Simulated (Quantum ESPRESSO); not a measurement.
Band structure of CsMgSbP2O8 (P1, 13 atoms in the cell).

```
CsMgSb(PO4)2
1.0
    5.50445     0.00000     0.00000
    2.75070     4.76830     0.00000
    0.00307     0.00232     9.57482
Cs Mg Sb P O
1 1 1 2 8
Cartesian
  5.50052   0.00098   0.10140
  2.74719   1.59270   3.90777
  5.50322   0.00174   5.00581
  5.50012   3.18119   2.81366
  2.75346   1.59273   6.80282
  2.74541   1.59549   8.32579
  4.63351   1.96089   3.42913
  6.99105   3.04072   3.42568
  5.49800   3.18134   1.27441
  1.31685   1.31118   6.09715
  3.23212   2.97985   6.10529
  3.72059   0.48351   6.11525
  4.87818   4.54226   3.42932
```

Method: PBEsol, GBRV 1.5 ultrasoft (PBESOL) pseudopotentials (plane waves; Quantum ESPRESSO).

Settings: ecutwfc = 40 Ry; ecutrho = 200 Ry; occupations = smearing; smearing = gaussian; degauss = 0.00147 Ry; K_POINTS = automatic 3 3 2 0 0 0; conv_thr = 1e-10 Ry; mixing_beta = 0.4.

The starting cell comes from a database of computed structures (which also holds hypothetical and non-ambient phases and stackings), without a prior relaxation at this level. Its lattice was rescaled by a random factor within 2.5 % of one. Spin-orbit coupling is off.

Problem. Predict the gap along the standard path and the places of the band edges.

Solution. The gap along the path is 3.32 eV, from N|M to Z; the smallest direct gap on it is 3.50 eV. Another conduction valley lies within 0.1 eV, so the order of the valleys is not sure.

Levels in eV from the top of the valence band on the SCF mesh, bands 43 to 50:
| point | 43 | 44 | 45 | 46 | 47 | 48 | 49 | 50 |
|---|---|---|---|---|---|---|---|---|
| Γ | -0.81 | -0.34 | -0.19 | -0.18 | 3.43 | 4.17 | 4.18 | 4.93 |
| Y | -0.79 | -0.55 | -0.22 | 0.01 | 3.72 | 4.25 | 4.48 | 6.64 |
| F | -0.78 | -0.57 | -0.21 | 0.02 | 3.70 | 4.24 | 4.45 | 6.59 |
| L | -0.78 | -0.57 | -0.21 | 0.02 | 3.70 | 4.24 | 4.45 | 6.59 |
| Z | -0.81 | -0.31 | -0.17 | -0.17 | 3.33 | 4.16 | 4.17 | 5.54 |
